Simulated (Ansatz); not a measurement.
**Short convergence ladders for InBi (P4/nmm, 4 atoms in the cell)**

```xyz
4
Lattice="4.9256 0.0000 0.0000 0.0000 4.9256 0.0000 0.0000 0.0000 5.2379" Properties=species:S:1:pos:R:3 pbc="T T T"
In     2.4628     2.4628     0.0000
In     0.0000     0.0000     0.0000
Bi     2.4628     0.0000     1.8857
Bi     0.0000     2.4628     3.3522
```

Base method: LDA (PW92), default PAW files made with PBE (plane waves; Ansatz, a first-principles code).

Base settings: basis.ecutwfc = 420 eV; kpoints.mp_grid.grid = 7 7 6; hamiltonian.xc = lda; hamiltonian.pseudopotentials = {kind: paw} (the program's default PAW files); scf.occupations.method = gaussian; scf.occupations.width = 0.1 eV.

Core times come from one kind of shared machine, to one figure; runs under 30 s give none.

**Zone-centre phonons against the cutoff**

In this ladder: phonons.method = dfpt.

The mesh stays at the base's, so the ladder's end is converged at best in this setting alone.

Frequencies are those of the unrelaxed cell, without the LO-TO term of polar crystals.

Only quantities that move along the ladder and can be compared are tabulated.

```tsv
basis.ecutwfc	highest zone-centre frequency (cm⁻¹)	lowest optical frequency (cm⁻¹)
210 eV	114.1	11.7
250 eV	124.7	28.6
295 eV	120.8	35.8
420 eV	120.1	36.0
630 eV	120.1	36.0
```

Coarsest basis.ecutwfc that holds the lowest optical frequency within 10 cm⁻¹ of the last step, with all finer ones: 250 eV; the step before is off by 24 cm⁻¹.

Coarsest basis.ecutwfc that holds the highest zone-centre frequency within 1 cm⁻¹ of the last step, with all finer ones: 295 eV; the step before is off by 4.6 cm⁻¹.

**Zone-centre phonons against the mesh**

In this ladder: phonons.method = dfpt.

Frequencies are those of the unrelaxed cell, without the LO-TO term of polar crystals.

Only quantities that move along the ladder and can be compared are tabulated.

| kpoints.mp_grid.grid | highest zone-centre frequency (cm⁻¹) | lowest optical frequency (cm⁻¹) | core time / last (rough) |
|---|---|---|---|
| 2 2 2 | 90.8 | 12.0 | – |
| 4 4 3 | 119.3 | 43.6 | 0.03 |
| 5 5 5 | 119.3 | 36.2 | 0.04 |
| 12 12 12 | 119.2 | 33.4 | 1 |

Coarsest kpoints.mp_grid.grid that holds the lowest optical frequency within 5 cm⁻¹: not settled: the last two steps still differ by 2.8 cm⁻¹, over half the tolerance, so the ladder does not show it.

Coarsest kpoints.mp_grid.grid that holds the highest zone-centre frequency within 5 cm⁻¹ of the last step, with all finer ones: 4 4 3, at about 0.03 of the last step's time; the step before is off by 28 cm⁻¹.

**The force threshold of a relaxation**

On InBi (P4mm, 4 atoms in the cell): one atom moved by 0.15 angstrom.

In this ladder: relax = atoms.

The mesh stays at the base's, so the ladder's end is converged at best in this setting alone.

Only quantities that move along the ladder and can be compared are tabulated.

```tsv
relax.f_tol	free energy less the last step's (meV/atom)	largest force left (eV/Å)	relaxation steps	core time / last (rough)
0.2 eV/Å	0.69	0.1357	2	0.5
0.05 eV/Å	0.01	0.0095	3	0.6
0.02 eV/Å	0.01	0.0098	4	0.8
0.001 eV/Å	0.00	0.0000	5	1
```

Coarsest relax.f_tol that holds the free energy within 0.2 meV/atom of the last step, with all finer ones: 0.05 eV/Å; the step before is off by 0.69 meV/atom.

Coarsest relax.f_tol that holds the largest force left within 0.02 eV/Å of the last step, with all finer ones: 0.05 eV/Å; the step before is off by 0.14 eV/Å.

On the base run: the starting cell comes from a database of computed structures (which also holds hypothetical and non-ambient phases and stackings), without a prior relaxation at this level. Its lattice was rescaled by up to half a per cent. In the base run, with a pressure of about -3 GPa the cell is away from its equilibrium volume at this level.

Keys are those of Ansatz 0.2.
